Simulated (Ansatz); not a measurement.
Cell and atoms of amorphous Ti20Si5N25:

```xyz
50
Lattice="7.9598 -0.0407 0.3183 -0.0407 7.9588 0.0001 0.3183 0.0001 8.1934" Properties=species:S:1:pos:R:3 pbc="T T T"
Ti     2.7327     3.1749     7.8173
Ti     7.9203     3.0945     7.1746
Ti     2.8136     2.3331     2.3920
Ti     6.4112     2.4648     4.3697
Ti     2.2066     7.6802     2.7102
Ti     4.5532     4.1920     3.0686
Ti     7.0669     5.9088     6.7869
Ti     7.8814     7.8025     4.6226
Ti     7.8360     1.9170     1.9782
Ti     4.5327     6.6303     5.8392
Ti     4.4102     5.4559     0.4515
Ti     5.9302     0.9224     6.9152
Ti     7.0590     5.2729     3.7550
Ti     0.8939     0.5963     7.0688
Ti     1.6996     4.9843     1.8862
Ti     1.8809     6.0274     7.4175
Ti     2.1868     5.8586     4.6059
Ti     6.2530     7.5697     1.0961
Ti     5.2729     2.7604     0.7406
Ti     3.4115     1.3405     5.5117
Si     3.0316     0.1904     0.3566
Si     1.2817     2.9722     4.5026
Si     4.7793     4.0469     5.9647
Si     4.8212     0.5244     3.2319
Si     7.1658     4.9210     1.2209
N      3.6291     7.4356     4.1152
N      2.4127     4.0295     3.6579
N      1.2570     1.5183     3.4711
N      3.0203     7.8685     6.8755
N      1.7479     1.3799     0.6779
N      5.5193     7.0448     7.6291
N      0.7326     4.0838     0.2520
N      6.3444     6.6098     5.0376
N      6.5068     3.3879     2.4594
N      7.1861     1.4722     8.4435
N      7.8176     3.9382     5.1195
N      0.8945     6.8357     5.8401
N      4.1742     0.7897     1.5807
N      4.5976     2.4573     6.9033
N      2.6312     6.5525     0.9822
N      1.8100     2.4118     6.1142
N      3.5374     3.8334     1.2870
N      7.4102     1.4106     5.8479
N      4.3830     2.1135     3.8636
N      5.6574     5.8142     2.0909
N      7.7610     6.5571     0.4520
N      6.4725     4.3442     8.0444
N      3.3581     4.9453     6.5787
N      0.7657     6.3599     3.1366
N      6.5627     0.6256     3.0766
```

Computed with PBE, scalar-relativistic without spin-orbit coupling (plane waves to 420 eV, PAW; Ansatz, a first-principles code). The usual formal charges leave 25 electrons over, so the level spacing at the Fermi energy parts defect or band states and needn't be the band gap.

It comes from a melt-quench run on a machine-learned potential (CHGNet), relaxed afterwards by DFT. N atoms were pushed apart under 1.9 Å during the dynamics, to hinder bonds among them. The hot cell started wider than the set density and was brought back towards it in steps. It is the lowest in DFT energy of 2 quenches. It is a model cell: composition and starting density were chosen by hand, and all elements were melted together. No dispersion term was used. Its density started from a set value of 4.66 and ended at 4.64 g/cm³. Cooling (nominally 450 K/ps over its main leg) ran many orders faster than in experiment, which tends to leave more defects and strain. Values belong to this one cell and scatter from quench to quench. Volume and shape were free in the relaxation. On a 2×2×2 Γ-centred mesh force components of up to 0.36 eV/Å stay, since the relaxation ran on one k-point at (1/4, 1/4, 1/4).

Bonds are counted up to Ti-Ti 3.12 Å, Ti-Si 2.78 Å, Ti-N 2.80 Å, Si-Si 2.60 Å, Si-N 2.18 Å, N-N 1.70 Å. Two cations that share two anions don't count as bonded, nor two that share one unless they lie closer than Ti-Ti 3.04 Å, Ti-Si 2.71 Å, Si-Si 2.38 Å.

Give the coordination numbers, mean bond lengths and angles.


```
Property                                                                                                                  Value
---------------------------------  --------------------------------------------------------------------------------------------
Mean coordination of Ti by anions  5.60 (1 with 4, 7 with 5, 11 with 6, 1 with 7); 9 close contacts or bonds to cations besides
Mean coordination of Si by anions             3.80 (1 with 2, 3 with 4, 1 with 5); 3 close contacts or bonds to cations besides
Mean coordination of N                                                                     5.24 (1 with 4, 17 with 5, 7 with 6)
Mean Ti-N bond                                                                            2.160 Å (spread 0.149 Å, 112 counted)
Mean Si-N bond                                                                             1.815 Å (spread 0.084 Å, 19 counted)
Mean Ti-Ti close contact                                                                    2.923 Å (spread 0.072 Å, 3 counted)
Mean Ti-Si close contact                                                                    2.685 Å (spread 0.073 Å, 3 counted)
Bond angle at Ti                                                                                      mean 103.1°, spread 30.0°
Bond angle at Si                                                                                      mean 108.0°, spread 26.5°
Bond angle at N                                                                                       mean 105.6°, spread 29.0°
```

List the pairs of like atoms that count as bonded by the rules above.

Ti4-Ti12 (3.01 Å), Ti10-Ti12 (2.84 Å), Ti12-Ti20 (2.91 Å).

What Bader charges do the atoms carry, from a run on one k-point at (1/4, 1/4, 1/4)?

Means (range): Ti +1.66 e (+1.49 to +1.83), Si +2.50 e (+1.05 to +3.01), N -1.83 e (-2.15 to -1.52).
```json
[
 {"atom": "Ti1", "charge (e)": "+1.82"},
 {"atom": "Ti2", "charge (e)": "+1.67"},
 {"atom": "Ti3", "charge (e)": "+1.60"},
 {"atom": "Ti4", "charge (e)": "+1.63"},
 {"atom": "Ti5", "charge (e)": "+1.55"},
 {"atom": "Ti6", "charge (e)": "+1.49"},
 {"atom": "Ti7", "charge (e)": "+1.69"},
 {"atom": "Ti8", "charge (e)": "+1.83"},
 {"atom": "Ti9", "charge (e)": "+1.72"},
 {"atom": "Ti10", "charge (e)": "+1.54"},
 {"atom": "Ti11", "charge (e)": "+1.76"},
 {"atom": "Ti12", "charge (e)": "+1.55"},
 {"atom": "Ti13", "charge (e)": "+1.71"},
 {"atom": "Ti14", "charge (e)": "+1.68"},
 {"atom": "Ti15", "charge (e)": "+1.62"},
 {"atom": "Ti16", "charge (e)": "+1.70"},
 {"atom": "Ti17", "charge (e)": "+1.55"},
 {"atom": "Ti18", "charge (e)": "+1.79"},
 {"atom": "Ti19", "charge (e)": "+1.65"},
 {"atom": "Ti20", "charge (e)": "+1.68"},
 {"atom": "Si21", "charge (e)": "+2.99"},
 {"atom": "Si22", "charge (e)": "+3.01"},
 {"atom": "Si23", "charge (e)": "+1.05"},
 {"atom": "Si24", "charge (e)": "+2.98"},
 {"atom": "Si25", "charge (e)": "+2.44"},
 {"atom": "N26", "charge (e)": "-1.94"},
 {"atom": "N27", "charge (e)": "-1.95"},
 {"atom": "N28", "charge (e)": "-1.96"},
 {"atom": "N29", "charge (e)": "-1.88"},
 {"atom": "N30", "charge (e)": "-1.92"},
 {"atom": "N31", "charge (e)": "-1.66"},
 {"atom": "N32", "charge (e)": "-1.89"},
 {"atom": "N33", "charge (e)": "-1.52"},
 {"atom": "N34", "charge (e)": "-1.75"},
 {"atom": "N35", "charge (e)": "-1.72"},
 {"atom": "N36", "charge (e)": "-1.91"},
 {"atom": "N37", "charge (e)": "-1.61"},
 {"atom": "N38", "charge (e)": "-2.15"},
 {"atom": "N39", "charge (e)": "-1.88"},
 {"atom": "N40", "charge (e)": "-1.92"},
 {"atom": "N41", "charge (e)": "-1.88"},
 {"atom": "N42", "charge (e)": "-1.76"},
 {"atom": "N43", "charge (e)": "-1.60"},
 {"atom": "N44", "charge (e)": "-1.91"},
 {"atom": "N45", "charge (e)": "-1.75"},
 {"atom": "N46", "charge (e)": "-1.74"},
 {"atom": "N47", "charge (e)": "-1.90"},
 {"atom": "N48", "charge (e)": "-1.97"},
 {"atom": "N49", "charge (e)": "-1.62"},
 {"atom": "N50", "charge (e)": "-1.91"}
]
```
